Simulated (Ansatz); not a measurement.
Consider Zr3N4 (space group R-3m, No. 166; a = 3.4165 Å, c = 25.0059 Å (hexagonal axes); a cell from a computed database, its experimental status unchecked). Axes: x lies along a and z along c of the hexagonal cell.

Modification: tensile biaxial strain of 2.26 % in the plane normal to [001], as in epitaxy on a mismatched substrate; the out-of-plane cell vector and the atoms relax.

Levels (all Ansatz, a first-principles code, PAW): PBEsol (420 eV, no spin-orbit coupling); HSE06 (420 eV, no SOC).

The geometry is relaxed with PBEsol.

* **PBEsol lowest conduction level above the VBM at special points**: Γ 0.91 eV; F 1.22 eV; T 1.24 eV

**Question.** How does going to HSE06 change the lowest conduction level above the VBM at special points?

**Answer.** The lowest conduction level above the VBM at special points becomes Γ 1.85 eV; F 2.11 eV; T 2.18 eV (PBEsol: Γ 0.91 eV; F 1.22 eV; T 1.24 eV).

Single points use the geometry relaxed with PBEsol. The levels and masses belong to the bands next to the band gap. Stability against distortions was not tested.
